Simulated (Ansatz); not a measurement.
The starting structures come from a database of crystals and need not be the phases stable at ambient conditions.

 Where the default PAW files enter, the runs use the earlier of Ansatz's two default sets.

The decay constant κ of evanescent states in the gap governs leakage through a thin film.

Here is the system:

```
ZrO2
1.0
    3.38795     0.00000     0.00000
    0.00000     6.58922     0.00000
    0.00000     0.00000     5.63274
Zr O
4 8
Cartesian
  2.54096   5.87482   4.23323
  0.84699   0.71440   1.39951
  0.84699   2.58021   4.21588
  2.54096   4.00901   1.41686
  0.84699   4.34388   5.50893
  2.54096   2.24534   0.12381
  2.54096   1.04927   2.94018
  0.84699   5.53995   2.69256
  0.84699   0.50408   4.84832
  2.54096   6.08514   0.78442
  2.54096   3.79869   3.60079
  0.84699   2.79053   2.03195
```

Space group of this cell: Pnma. The cell is taken as given; by r2SCAN its mean pressure is -9.1 GPa.

Transport runs along the normal of the first two printed cell vectors.

The gap is the functional's own, uncorrected, and κ follows it; spin-orbit coupling is left out. Mid-gap values are interpolated between the computed energies.

Q: Give the band gap and the smallest decay constant κ at mid-gap that r2SCAN (Ansatz, a first-principles code) yields.

A: Gap 3.37 eV on a 10×6×6 mesh; κ = 0.451 1/Å, at the zone centre.
